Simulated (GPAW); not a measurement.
**Several settings converged on Mg (P-3m1, 2 atoms in the cell)**

```
Mg
1.0
    1.60018    -2.77160     0.00000
    1.60018     2.77160     0.00000
    0.00000     0.00000     5.19437
Mg
2
Cartesian
  1.60018   0.92387   1.34859
  1.60018  -0.92387   3.89578
```

Base method: LDA (Perdew-Wang 92), GPAW PAW datasets LDA (gpaw-data 1.0.1) (plane waves; GPAW).

Base settings: mode = pw; ecut = 800 eV; xc = LDA; kpts = 6 6 3; mesh shift (steps) = 0 0 0; occupations.name = fermi-dirac; occupations.width = 0.1 eV; nbands = -8; symmetry.symmorphic = false; symmetry.tolerance = 0.0005.

The count of work is k-points × plane waves × bands × iterations; it is no time. Core times come from one kind of shared machine, to one figure; runs under 30 s give none.

**Shifted k-point meshes**

In this ladder: kpts_shift = 0.5 0.5 0.5.

Only quantities that move along the ladder and can be compared are tabulated.

| kpts | free energy less the last step's (meV/atom) | pressure (GPa) | largest difference of a force vector from the last step's (eV/Å) | count of work / last |
|---|---|---|---|---|
| 2 2 1 | -818.69 | -5.12 | 0.167 | 0.0079 |
| 3 3 2 | -11.29 | -2.88 | 0.018 | 0.024 |
| 4 4 3 | -3.94 | -2.48 | 0.030 | 0.058 |
| 6 6 3 | -20.07 | -2.33 | 0.005 | 0.12 |
| 7 7 4 | -2.10 | -2.25 | 0.002 | 0.20 |
| 12 12 7 | 0.00 | -2.15 | 0.000 | 1.0 |

Coarsest kpts that holds the pressure within 1 GPa of the last step, with all finer ones: 3 3 2, at 0.024 of the last step's count of work; the step before is off by 3.0 GPa.

Coarsest kpts that holds the free energy within 5 meV/atom of the last step, with all finer ones: 7 7 4, at 0.20 of the last step's count of work; the step before is off by 20 meV/atom.

Coarsest kpts that holds the forces within 0.02 eV/Å of the last step, with all finer ones: 6 6 3, at 0.12 of the last step's count of work; the step before is off by 0.030 eV/Å.

**The k-point mesh at a smearing width of 0.3 eV**

In this ladder: occupations.width = 0.3 eV.

Only quantities that move along the ladder and can be compared are tabulated.

```tsv
kpts	free energy less the last step's (meV/atom)	pressure (GPa)	largest difference of a force vector from the last step's (eV/Å)	count of work / last	core time / last (rough)
4 4 3	-46.88	-2.00	0.022	0.042	–
6 6 3	26.30	-1.70	0.011	0.073	–
9 9 5	0.79	-1.87	0.003	0.21	0.3
13 13 7	0.03	-1.87	0.000	0.54	0.5
16 16 9	0.00	-1.87	0.000	1.0	1
```

Coarsest kpts that holds the free energy within 0.5 meV/atom of the last step, with all finer ones: 13 13 7; the step before is off by 0.79 meV/atom.

Coarsest kpts that holds the pressure within 0.1 GPa of the last step, with all finer ones: 9 9 5, at 0.21 of the last step's count of work and about 0.3 of the last step's time; the step before is off by 0.18 GPa.

Coarsest kpts that holds the forces within 0.01 eV/Å of the last step, with all finer ones: 9 9 5, at 0.21 of the last step's count of work and about 0.3 of the last step's time; the step before is off by 0.011 eV/Å.

**The mesh under tetrahedron occupations**

In this ladder: occupations.name = improved-tetrahedron-method; occupations.width = default.

Only quantities that move along the ladder and can be compared are tabulated.

```csv
kpts,free energy less the last step's (meV/atom),pressure (GPa),largest difference of a force vector from the last step's (eV/Å),count of work / last,core time / last (rough)
5 5 3,-23.02,-2.81,0.009,0.021,–
6 6 4,39.98,-2.54,0.008,0.39,0.4
8 8 4,0.24,-2.72,0.016,0.062,0.08
12 12 6,1.43,-2.44,0.001,0.25,0.2
14 14 8,-1.10,-2.38,0.004,0.33,0.4
22 22 12,0.00,-2.28,0.000,1.0,1
```

State of the pressure at the end of the ladder: still drifting one way, by 0.16 GPa over the last two steps, so the last step is no safe reference.

Coarsest kpts that holds the free energy within 5 meV/atom of the last step, with all finer ones: 8 8 4, at 0.062 of the last step's count of work and about 0.08 of the last step's time; the step before is off by 40 meV/atom.

Coarsest kpts that holds the forces within 0.01 eV/Å of the last step, with all finer ones: 12 12 6, at 0.25 of the last step's count of work and about 0.2 of the last step's time; the step before is off by 0.016 eV/Å.

On the base run: the starting cell has typed, rounded lattice constants, without a prior relaxation at this level. Its lattice was rescaled by up to half a per cent. One atom was moved a little off its site on purpose. Without a gap this mesh is coarse (it stands for a supercell whose shortest vector is 16 Å).
